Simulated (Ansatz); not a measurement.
## How a calculation on I (P1, 4 atoms in the cell) responds to its settings

```xyz
4
Lattice="2.3950 -3.6350 0.0000 2.3950 3.6350 0.0000 0.0000 0.0000 9.7900" Properties=species:S:1:pos:R:3 pbc="T T T"
I      4.0640     0.0075     8.6453
I      3.0965     0.0025     3.7313
I      1.6410     0.0051     6.0508
I      0.7785    -0.0150     1.1526
```

Base run A: LDA (PW92), default PAW files made with PBE run with Ansatz (a first-principles code), self-consistent single point.

Its settings: basis.ecutwfc = 420 eV; kpoints.mp_grid.grid = 4 4 2; hamiltonian.xc = lda; hamiltonian.pseudopotentials = {kind: paw} (the program's default PAW files); scf.occupations.method = gaussian; scf.occupations.width = 0.02 eV.

The starting cell has typed, rounded lattice constants, without a prior relaxation at this level. Its atoms were displaced at random from the sites of space group no. 64. Spin-orbit coupling is off. Ansatz's pressure includes its estimate of the finite-basis (Pulay) stress.

ΔF is the free energy per atom less that of run A. A dash stands where there is no value to compare (another energy zero or no entropy term, no result, no spin, no clean gap, or a mesh too coarse for one). 

Runs:
- B: scf.occupations.method: gaussian → fermi_dirac; scf.occupations.width: 0.02 eV → 0.3 eV
- C: scf.occupations.method: gaussian → methfessel_paxton; scf.occupations.width: 0.02 eV → 0.3 eV
- D: scf.occupations.method: gaussian → cold; scf.occupations.width: 0.02 eV → 0.3 eV; width narrowed by the program to 0.1380 eV
- E: scf.occupations.method: gaussian → tetrahedron; scf.occupations.width: 0.02 eV → default
- F: scf.occupations.method: gaussian → fixed; scf.occupations.width: 0.02 eV → default

```
run  ΔF (meV/atom)  pressure (GPa)  largest force (eV/Å)  gap on the mesh (eV)  TS (meV/atom)
---  -------------  --------------  --------------------  --------------------  -------------
A             0.00           -1.79                 0.286                 1.029            0.0
B            -32.3           -1.29                 0.492                     –          120.0
C             0.22           -1.80                 0.280                     –           -1.8
D             0.00           -1.79                 0.286                 1.029            0.0
E             0.00           -1.79                 0.286                 1.029            0.0
F             0.00           -1.79                 0.286                 1.029            0.0
```

Run B against A: The free energy drops by 32.3 meV/atom, the pressure goes from -1.79 to -1.29 GPa and the largest force goes from 0.286 to 0.492 eV/Å.

Run F against A: The free energy hardly moves (within 1 meV/atom), the pressure stays at -1.79 GPa, the largest force stays at 0.286 eV/Å and the gap on the mesh stays at 1.029 eV.

Keys are those of Ansatz 0.2.
